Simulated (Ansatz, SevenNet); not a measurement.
For cubic perovskite KZnF₃, the machine-learned potential SevenNet-0 (trained on PBE and PBE+U data) gives:

equilibrium lattice constant a: 4.126 Å
elastic constant C11: 117 GPa
elastic constant C44: 29.9 GPa
polycrystal shear modulus: 32.2 GPa

### Question
What does HSE06 (Ansatz, a program for electronic structure, PAW) give for the same quantities?

### Answer

- lattice constant a: 4.079 Å (decreases by 1.1 %)
- elastic constant C11: 130 GPa (goes up by 11 %)
- elastic constant C44: 35.8 GPa (grows by 20 %)
- Voigt–Reuss–Hill shear modulus: 37.3 GPa (grows by 16 %)

For comparison: lattice constant a 4.055 Å (measured, room temperature, no zero-point or thermal correction; as tabulated in Dubrovin et al. (2021), arXiv:2110.13026); elastic constant C11 134 ± 1 GPa (measured, temperature not stated, not corrected to a static lattice; as tabulated in Vaitheeswaran et al. (2016), arXiv:1609.00541); elastic constant C44 38.1 GPa (measured, temperature not stated, no zero-point or thermal correction; as tabulated in Vaitheeswaran et al. (2016), arXiv:1609.00541).

Changes are worked out from the printed values.

Unless a cell is named, each level is at its own relaxed cell (SevenNet-0 14.04, HSE06 13.58 Å³/atom).

Ansatz's density-functional and Hartree–Fock values are scalar-relativistic unless marked +SOC, with PAW data made under PBE.
